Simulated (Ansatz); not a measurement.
# Convergence test for CdS (F-43m, 2 atoms in the cell)

```
CdS
1.0
    0.00000     2.90587     2.90587
    2.90587     0.00000     2.90587
    2.90587     2.90587     0.00000
Cd S
1 1
Direct
  0.00000   0.00000   0.00000
  0.25000   0.25000   0.25000
```

Computed with HSE06, PAW files made with PBE (plane waves; Ansatz, a quantum-chemistry and plane-wave program).

The starting cell comes from a database of computed structures (which also holds hypothetical and non-ambient phases and stackings), without a prior relaxation at this level. Its lattice was rescaled by a random factor within 2.5 % of one. Ansatz's pressure includes its estimate of the finite-basis (Pulay) stress.

Held fixed: basis.ecutwfc = 420 eV; hamiltonian.xc = hse06; hamiltonian.pseudopotentials = {kind: paw} (an earlier, softer set of the program's PAW files); scf.occupations.method = fixed.

ΔF is the free energy per atom less that of the last row (8 8 8).

```csv
kpoints.mp_grid.grid,ΔF (meV/atom),pressure (GPa),gap on the mesh (eV),k-points,iterations
4 4 4,13.0,2.63,2.202,8,12
5 5 5,2.8,2.51,2.192,10,14
6 6 6,0.68,2.48,2.189,16,12
7 7 7,0.14,2.47,2.188,20,12
8 8 8,0.00,2.47,2.187,29,12
```

Gap on the mesh within 0.01 eV of the last row: from kpoints.mp_grid.grid = 5 5 5 on; the one before it is off by 0.015 eV.

Energy within 2 meV/atom of the last row: from kpoints.mp_grid.grid = 6 6 6 on; the one before it is off by 2.8 meV/atom.

The gap is read on the k-point mesh of the run and can differ from the gap over the whole zone at this level.

Keys are those of Ansatz 0.2.
